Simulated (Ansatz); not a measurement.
Worked example: self-consistent single point of ZrAu (P4mm, 2 atoms in the cell) in Ansatz (a program for electronic structure).

Level of theory: PBEsol, default PAW files made with PBE (plane waves; Ansatz).

```
CELL_PARAMETERS angstrom
      3.15616     0.00000     0.00000
      0.00000     3.15616     0.00000
      0.00000     0.00000     3.90579
ATOMIC_POSITIONS crystal
  Zr 0.00000 0.00000 0.01280
  Au 0.50000 0.50000 0.50000
```

Reference input (self-consistent single point, DFT, PBEsol, plane waves, default PAW files made with PBE): basis.ecutwfc = 30.9 Ry; kpoints.mp_grid.grid = 10 10 9; hamiltonian.xc = pbesol; hamiltonian.pseudopotentials = {kind: paw} (the program's default PAW files); scf.occupations.method = gaussian; scf.occupations.width = 0.0073 Ry. This run's input differs from it in these lines:

Ansatz 0.2 input:
```diff
@@ -12,3 +12,3 @@
   mp_grid:
-    grid: [10, 10, 9]
+    grid: [17, 17, 14]
 hamiltonian:
@@ -20,3 +20,3 @@
     method: gaussian
-    width: 0.0073 Ry
+    width: 0.0015 Ry
 output:
```

Output (repeated stretches shortened):

```
SCF iter   1: F=—  HF=-17136.783733 eV  |F-HF|=—  |Δ(HF+E_count)|=         —  Δρ=5.70e-3  dr2=1.27e-2  ethr=1.77e-3  ⟨swp⟩=4.7  Hψ=28313  notcnv=0
all-band conjugate gradients solve this SCF's bands
preconditioner: auto → Kerker (q_TF=auto, 2.627 Å⁻¹)
SCF iter   2: F=—  HF=-17136.781844 eV  |F-HF|=—  |Δ(HF+E_count)|=   1.89e-3  Δρ=2.25e-3  dr2=1.05e-3  ethr=4.09e-5  ⟨swp⟩=2.6  Hψ=13524  notcnv=0  defer=123
SCF iter   3: F=—  HF=-17136.781682 eV  |F-HF|=—  |Δ(HF+E_count)|=   1.62e-4  Δρ=9.20e-4  dr2=1.77e-4  ethr=3.39e-6  ⟨swp⟩=2.1  Hψ=8849  notcnv=0  defer=123
SCF iter   4: F=—  HF=-17136.781665 eV  |F-HF|=—  |Δ(HF+E_count)|=   1.74e-5  Δρ=1.15e-4  dr2=6.33e-6  ethr=5.71e-7  ⟨swp⟩=2.0  Hψ=12483  notcnv=0  defer=123
SCF iter   5: F=—  HF=-17136.781664 eV  |F-HF|=—  |Δ(HF+E_count)|=   6.65e-7  Δρ=2.59e-5  dr2=3.36e-7  ethr=2.04e-8  ⟨swp⟩=2.0  Hψ=9488  notcnv=0  defer=123
SCF iter   6: F=-17136.781664 eV  HF=-17136.781664 eV  |F-HF|=4.46e-9  |Δ(HF+E_count)|=   5.56e-8  Δρ=4.69e-6  dr2=9.52e-9  ethr=3.23e-10  ⟨swp⟩=5.4  Hψ=25968  notcnv=0
SCF 1 converged in 6 iterations: F = -17136.781664 eV  dr2 = 9.52e-9
Free energy (F): -17136.781664 eV
Internal energy: -17136.780886 eV  (E = F + TS)
E sigma→0 (E₀):  -17136.781275 eV
Entropy (-TS):   -0.000778 eV (-0.389 meV/atom)
Fermi energy:    17.621758 eV
--- Forces (eV/Å), atoms counted from 1 ---
  atom   1  Zr    -0.00000000     0.00000000    -0.22495188
  atom   2  Au     0.00000000     0.00000000     0.22495474
--- Stress (GPa, compression-positive) ---
       -3.399739       0.000000      -0.000000
        0.000000      -3.399739       0.000000
       -0.000000       0.000000      -1.107140
  P = ⅓ Tr σ = -2.6355 GPa (-26.355 kbar)
  The stress holds the Pulay correction. Without it, at fixed plane waves, as pw.x and ABINIT print it: P = -2.6708 GPa
```

The run converged in 6 iterations. Against the reference run the free energy rises by 6.0 meV/atom, the pressure goes from -2.53 to -2.64 GPa and the largest force goes from 0.240 to 0.225 eV/Å.

The starting cell comes from a database of computed structures (which also holds hypothetical and non-ambient phases and stackings), without a prior relaxation at this level. Its lattice was rescaled by up to half a per cent. One atom was moved a little off its site on purpose. Ansatz's pressure includes its estimate of the finite-basis (Pulay) stress.
